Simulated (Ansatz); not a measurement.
Start from ZrO₂ in the fluorite structure (space group Fm-3m, No. 225; a = 5.116 Å).

(Cell as relaxed with PBE.)

Levels (all Ansatz, a first-principles code, PAW, earlier PAW set): PBE (420 eV, no spin-orbit coupling); r2SCAN (500 eV, no spin-orbit coupling).

Each level relaxes its own structure.

| quantity | PBE | r2SCAN |
|---|---|---|
| volume per atom | 11.16 Å³ | 10.98 Å³ |
| lattice parameter a | 5.116 Å | 5.089 Å |
| band gap | 3.32 eV | 3.89 eV |
| gap character | indirect, X → Γ | indirect, X → Γ |
| electron mass (degenerate bands, along [100]) | 0.51, 2.1 mₑ | 0.53, 2.1 mₑ |

PBE's volume per atom lies 0.174 Å³ above r2SCAN's (1.6 %); PBE's lattice parameter a lies 0.027 Å above r2SCAN's (0.5 %); PBE's band gap lies 0.57 eV below r2SCAN's; the two agree on the gap character. Neither level is exact; r2SCAN is the comparison here, not a measurement.

Effective masses come from finite differences of ±0.01 Å⁻¹. No phonon test of stability was made. This is not the structure that ZrO2 has at room temperature and ambient pressure.
